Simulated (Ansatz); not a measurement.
**Effect of biaxial strain +0.42 %, plane normal [111], relaxed out of plane on CuI**

Start from CuI in the zinc blende structure (space group F-43m, No. 216; a = 5.862 Å). Axes: x, y, z lie along the cube axes.

One thing is altered: tensile biaxial strain of 0.42 % in the plane normal to [111], as in epitaxy on a mismatched substrate; the out-of-plane cell vector and the atoms relax.

The values are results of LDA/PAW in Ansatz (a first-principles code), spin-orbit coupling left out, not measurements. Γ-centred 10×10×10 mesh, Fermi–Dirac width 0.05 eV.

The volume per atom increases by 0.12 Å³ to 25.30 Å³ and the space group changes from F-43m (No. 216) to R3m (No. 160). The shortest interatomic distance increases by 0.3 pm to 254.1 pm and the energy stays essentially unchanged. The pressure (mean of the normal stresses, compression positive) goes from zero to -0.27 GPa and the band gap drops by 0.02 eV, from 1.22 eV to 1.20 eV. The gap character stays direct at Γ and the electron mass remains 0.14 mₑ (at Γ). The valence-band top at Γ (three highest levels, from the VBM) goes from 0.00, 0.00, 0.00 eV to 0.00, -0.01, -0.01 eV and the valley order (the lowest conduction-band minima on the path, energy above the VBM, named in the base's zone) goes from Γ 1.22 eV; L along ⟨111⟩ 2.12 eV; X along ⟨100⟩ 2.41 eV to Γ 1.20 eV; L along [111] 2.05 eV; L along [1-1-1] 2.12 eV; X along [001] 2.40 eV. The out-of-plane strain is -0.35 % and the mean in-plane stress (compression positive) is -0.4 GPa.

With I present, leaving out spin-orbit coupling can change the band edges. Masses are band curvatures over ±0.01 Å⁻¹ around the edge. No phonon test of stability was made. The final runs are not spin-polarised. k-point labels follow each cell's own Brillouin zone.
